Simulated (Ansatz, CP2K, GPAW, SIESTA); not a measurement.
Code comparison for CsCdCl₃ (Pm-3m, 5 atoms in the cell)

Band-structure calculation.

```xyz
5
Lattice="5.3202 0.0000 0.0000 0.0000 5.3202 0.0000 0.0000 0.0000 5.3202" Properties=species:S:1:pos:R:3 pbc="T T T"
Cs     0.0000     0.0000     0.0000
Cd     2.6601     2.6601     2.6601
Cl     0.0000     2.6601     2.6601
Cl     2.6601     0.0000     2.6601
Cl     2.6601     2.6601     0.0000
```

Shared settings, as Ansatz (a program for electronic structure) writes them: kpoints.mp_grid.grid = 5 5 5; scf.occupations.method = fixed. Potentials and cutoffs stand in the table.

```
code                                                                                                                       model  gap along the path (eV)  smallest direct gap (eV)       cutoff
------  ------------------------------------------------------------------------------------------------------------------------  -----------------------  ------------------------  -----------
GPAW                                                               LDA (Perdew-Wang 92), GPAW PAW datasets LDA (gpaw-data 1.0.1)                     1.38                      1.81       600 eV
SIESTA  LDA PW92, numerical atomic orbitals TZP, PseudoDojo LDA standard norm-conserving potentials (rewritten from UPF to PSML)                     1.44                      1.81  grid 400 Ry
CP2K                                        LDA (Pade form), GPW, DZVP-MOLOPT-SR-GTH basis, GTH-PADE potentials (GTH_POTENTIALS)                     1.29                      1.67  grid 500 Ry
Ansatz                                                                                       LDA (PW92), PAW files made with PBE                     1.40                      1.81      30.9 Ry
```

The spread over the programs that give each value: gap along the path within 0.15 eV; smallest direct gap within 0.14 eV.

SIESTA and CP2K use small atom-centred bases, whose incompleteness enters pressures, forces and empty levels differently from a plane-wave cutoff.

The starting cell comes from a database of computed structures (which also holds hypothetical and non-ambient phases and stackings), without a prior relaxation at this level. Its lattice was rescaled by a random factor within 2.5 % of one.

Left out of this page: Quantum ESPRESSO and Elk (not drawn, or without a comparable value); ABINIT (with a known weakness of the program).

Keys are those of Ansatz 0.2.
